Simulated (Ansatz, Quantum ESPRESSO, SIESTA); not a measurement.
One structure in several programs: AlN (P6_3mc, 4 atoms in the cell)

Relaxation of cell and atoms.

```
AlN
1.0
    3.13485     0.00000     0.00000
   -1.56742     2.71486     0.00000
    0.00000     0.00000     5.02699
Al N
2 2
Direct
  0.66667   0.33333   0.49929
  0.33333   0.66667   0.99929
  0.66667   0.33333   0.88071
  0.33333   0.66667   0.38071
```

Shared settings, as Ansatz (a program for electronic structure) writes them: kpoints.mp_grid.grid = 12 12 7; scf.occupations.method = fixed. Potentials and cutoffs stand in the table.

```tsv
code	model	final volume (Å³/atom)	gap on the mesh (eV)	cutoff
Ansatz	PBE, PAW files	10.64	4.038	default
SIESTA	GGA PBE, numerical atomic orbitals DZP, PseudoDojo PBE standard norm-conserving potentials (rewritten from UPF to PSML)	10.74	4.066	grid 350 Ry
Quantum ESPRESSO	PBE, PseudoDojo standard norm-conserving (PBE) pseudopotentials	10.63	4.058	85 Ry
```

Gaps are read on the mesh.

The spread over the programs that give each value: final volume within 0.11 Å³/atom; gap on the mesh within 0.028 eV.

SIESTA uses small atom-centred bases, whose incompleteness enters pressures, forces and empty levels differently from a plane-wave cutoff. The programs treat the finite-basis stress differently while the cell relaxes: Ansatz adds an estimate of it.

The starting cell comes from a database of computed structures (which also holds hypothetical and non-ambient phases and stackings), without a prior relaxation at this level. Its lattice was rescaled by a random factor within 2.5 % of one.

Left out of this page: GPAW (not drawn, or without a comparable value).

Keys are those of Ansatz 0.2.
